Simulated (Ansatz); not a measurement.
## What pressure 22.5 GPa does to VBiO4

Take VBiO4 (space group I4_1/a, No. 88; a = 5.1214 Å, c = 11.6213 Å) as the base.

Now apply this change: cell and atoms relaxed at a pressure of 22.5 GPa.

All numbers come from r2SCAN (Ansatz, a program for electronic structure, PAW, without spin-orbit coupling). Settings: 7×7×7 k-points, 0.05 eV Fermi–Dirac smearing.

```tsv
quantity	base	changed	shift
volume per atom	12.70 Å³	11.22 Å³	-1.48 Å³
density	7.06 g/cm³	7.99 g/cm³	+0.93 g/cm³
lattice parameter a	9.678 bohr	9.350 bohr	-0.328 bohr
c/a ratio	2.269	2.224	-0.045
shortest interatomic distance	3.257 bohr	3.212 bohr	-0.0444 bohr
enthalpy H = E + PV relative to the base's energy	–	+1.67 eV/atom	–
band gap (an upper bound: an edge found on the path is not a true extremum; the changed cell)	2.46 eV	1.87 eV	-0.59 eV
```

Final structure:

```xyz
12
Lattice="-2.4739 2.4739 5.5019 2.4739 -2.4739 5.5019 2.4739 2.4739 -5.5019" Properties=species:S:1:pos:R:3 pbc="T T T"
Bi     0.0000     2.4739     2.7509
Bi     0.0000     0.0000     0.0000
V      2.4739     0.0000     2.7509
V      0.0000     0.0000     5.5019
O      3.2178    -1.2226     3.6684
O      1.7300     1.2226     3.6684
O      1.2226     0.7439     6.4193
O      1.2513     1.7300     0.9175
O     -0.7439     1.2226     4.5844
O      3.2178     1.2513    -0.9175
O      1.2513    -0.7439     1.8335
O      3.6965     0.7439     1.8335
```

Cost of the whole job for the changed cell (relaxation, final SCF and bands): roughly 4 core-minutes.

With Bi present, leaving out spin-orbit coupling can change the band edges. Load acts through the strain it causes; cell and atoms are relaxed under it. Stability against distortions was not tested. No other phases were tried under pressure. Seeded moments were not kept for the base. All final runs are without spin polarisation.
